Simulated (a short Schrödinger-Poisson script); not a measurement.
**Symmetric double-gate stack, SiO2 on p-type Si(111)**

System: symmetric double-gate stack, SiO2 on p-type Si(111), at 77 K.

```csv
layer,material,thickness (nm),Na (cm⁻³)
1,SiO2,2.3,-
2,Si,10,2e16
3,SiO2,2.3,-
```

The device is made up for the run: typed textbook-type constants, with dimensions and the other settings drawn at random. SiO2: permittivity 3.9, conduction-band edge (eV) 3.15, gap (eV) 9, electron mass (mₑ) 0.5. Si: permittivity 11.7, conduction-band edge (eV) 0, gap (eV) 1.124, Nv at 300 K (cm⁻³) 3.1e19.

Channel valleys (confinement mass, in-plane density-of-states mass, number): Δ6 0.258, 0.358, 6. At the gates, both at one voltage, the conduction-band edge of layer 1 lies 3.26 eV − eVg above the Fermi level of the channel. Gaps are held at their typed values at every temperature. Mesh 0.03 nm at interfaces.

Solved with a short Schrödinger-Poisson script written for these runs: 1D Poisson equation in equilibrium, electrons quantum, Hartree (BenDaniel-Duke, 12 states a valley, the channel's in-plane mass for all, wave functions free to enter the dielectric), parabolic valleys, classical holes, full ionisation, no traps, pinning or gate leakage.

```tsv
Vg (V)	electrons (cm⁻²)	C (μF/cm²)	Δ6 E0 (meV)	Δ6 E1 (meV)
0.15	5.51e11	1.85	15.5	51.6
0.3	2.47e12	2.16	4.6	32.6
0.45	4.55e12	2.29	-0.4	21.4
0.6	6.74e12	2.38	-3.7	13.7
0.75	9.00e12	2.45	-6.1	8.2
0.9	1.13e13	2.49	-8.0	4.0
1.05	1.37e13	2.53	-9.5	0.6
1.2	1.60e13	2.56	-10.9	-2.2
1.35	1.84e13	2.58	-12.2	-4.7
1.5	2.09e13	2.60	-13.5	-6.9
1.65	2.33e13	2.61	-14.8	-9.0
1.8	2.58e13	2.63	-16.0	-10.9
1.95	2.82e13	2.64	-17.3	-12.8
2.1	3.07e13	2.65	-18.6	-14.5
2.25	3.32e13	2.66	-19.9	-16.3
```

Gate voltages with under 1e6 electrons/cm² are left out.

Subbands count from the Fermi level. The capacitance is that of both gates.
